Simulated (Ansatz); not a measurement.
Results of PBEsol+SOC in Ansatz (PAW) for Sr₂Nb₂O₇ (Cmc2₁, No. 36, 22 atoms in the cell; start mp-3870).

Numerical settings: plane-wave cutoff 520 eV, 8×8×6 k mesh (along the axes of the cell as run), Fermi–Dirac smearing 0.01 eV, PAW data made under PBE.

Cell (relaxed with PBEsol):

```yaml
crystal:
  lattice:
    - [1.97479, -13.41543, 0.00000]
    - [1.97479, 13.41543, 0.00000]
    - [0.00000, 0.00000, 5.68718]
  atoms:
    - { symbol: Sr, position: [0.29022, 0.70978, 0.02979] }
    - { symbol: Sr, position: [0.70978, 0.29022, 0.52979] }
    - { symbol: Sr, position: [0.44797, 0.55203, 0.47164] }
    - { symbol: Sr, position: [0.55203, 0.44797, 0.97164] }
    - { symbol: Nb, position: [0.83878, 0.16122, 0.49807] }
    - { symbol: Nb, position: [0.16122, 0.83878, 0.99807] }
    - { symbol: Nb, position: [0.05718, 0.94282, 0.47307] }
    - { symbol: Nb, position: [0.94282, 0.05718, 0.97307] }
    - { symbol: O, position: [0.45210, 0.54790, 0.94821] }
    - { symbol: O, position: [0.54790, 0.45210, 0.44821] }
    - { symbol: O, position: [0.90699, 0.09301, 0.67157] }
    - { symbol: O, position: [0.09301, 0.90699, 0.17157] }
    - { symbol: O, position: [0.79915, 0.20085, 0.75974] }
    - { symbol: O, position: [0.20085, 0.79915, 0.25974] }
    - { symbol: O, position: [0.21384, 0.78616, 0.78234] }
    - { symbol: O, position: [0.78616, 0.21384, 0.28234] }
    - { symbol: O, position: [0.99306, 0.00694, 0.22529] }
    - { symbol: O, position: [0.00694, 0.99306, 0.72529] }
    - { symbol: O, position: [0.89076, 0.10924, 0.18305] }
    - { symbol: O, position: [0.10924, 0.89076, 0.68305] }
    - { symbol: O, position: [0.34947, 0.65053, 0.46712] }
    - { symbol: O, position: [0.65053, 0.34947, 0.96712] }
```

**Question.** What does this level give for the band gap?

**Answer.** 
- band gap: 2.70 eV (on the SCF k mesh)

Computed values are for the static lattice.

Computing time: around 90 core-minutes (rough).

A start named mp-… is a Materials Project structure, which need not be a measured phase.

Ansatz is an electronic-structure program.
